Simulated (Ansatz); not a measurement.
# Response to strain in SrAlSi

The parent structure is SrAlSi (space group P-6m2, No. 187; a cell from a computed database, its experimental status unchecked; relaxed with 0.1 eV smearing).

```
SrAlSi
1.0
    4.24175     0.00000     0.00000
   -2.12088     3.67346     0.00000
    0.00000     0.00000     4.64128
Sr Al Si
1 1 1
Direct
  0.00000   0.00000   0.00000
  0.66667   0.33333   0.50000
  0.33333   0.66667   0.50000
```

Cartesian axes are those of the cell as printed.

Strains are applied to the cell and any free atomic positions relax; under biaxial strain the out-of-plane vector relaxes too; under stress the whole cell relaxes.

All numbers come from plane-wave PAW DFT at the PBEsol level (Ansatz, a first-principles code, 420 eV), scalar-relativistic without spin-orbit coupling.

Notes on the quantities. energy relative to the base: free energy F.

```csv
change,energy relative to the base,volume per atom
base,0 meV/atom,24.11 Å³
"biaxial strain −1.61 %, plane normal [001], relaxed out of plane",–,23.58 Å³
isotropic strain +1.87 %,+13 meV/atom,25.48 Å³
uniaxial strain ε_yy = −2.80 %,+8.7 meV/atom,23.43 Å³
tensor shear ε_xz = −3.17 %,+13 meV/atom,24.08 Å³
"uniaxial stress, 2 GPa tension along z",+4.9 meV/atom,24.70 Å³
```

Stability under load was not tested beyond the relaxation. The final runs are not spin-polarised. An odd electron count without spin: SrAlSi.
